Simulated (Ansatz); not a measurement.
The parent structure is SnSe in the zinc blende structure (space group F-43m, No. 216; a = 6.650 Å; a hypothetical phase, not in the database extracts checked; relaxed with 0.1 eV smearing).

One thing is altered: an isotropic linear strain of +5.24 %, atoms relaxed at fixed cell.

Levels (all Ansatz, a first-principles code, PAW): PBEsol (420 eV, scalar-relativistic without spin-orbit coupling); PBEsol+SOC (420 eV, spin-orbit coupling included).

The geometry is relaxed with PBEsol.

| Property | Value |
|---|---|
| PBEsol lowest conduction level above the VBM at special points | X 0.27 eV; K 1.24 eV; U 1.24 eV; W 1.52 eV |
| PBEsol smallest direct gap | 0.78 eV |
| PBEsol electron mass | 2.1 mₑ along k, 0.40 mₑ across (at X) |

Question: How does going to PBEsol+SOC change the lowest conduction level above the VBM at special points, smallest direct gap and electron mass?

Answer: The lowest conduction level above the VBM at special points becomes X 0.15 eV; K 1.08 eV; U 1.08 eV; W 1.21 eV (PBEsol: X 0.27 eV; K 1.24 eV; U 1.24 eV; W 1.52 eV); the smallest direct gap shrinks by 0.047 eV to 0.74 eV; the electron mass is still 2.1 mₑ along k, 0.40 mₑ across (at X).

Single points use the geometry relaxed with PBEsol. Differences between runs with and without spin-orbit coupling are approximate. Effective masses come from finite differences of ±0.01 Å⁻¹. Along k means along the line from Γ to the band edge. Whether these cells are dynamically stable was not tested. The runs without spin-orbit coupling are not spin-polarised. A zero or small gap of SnSe can be the functional's error rather than a property of the material.
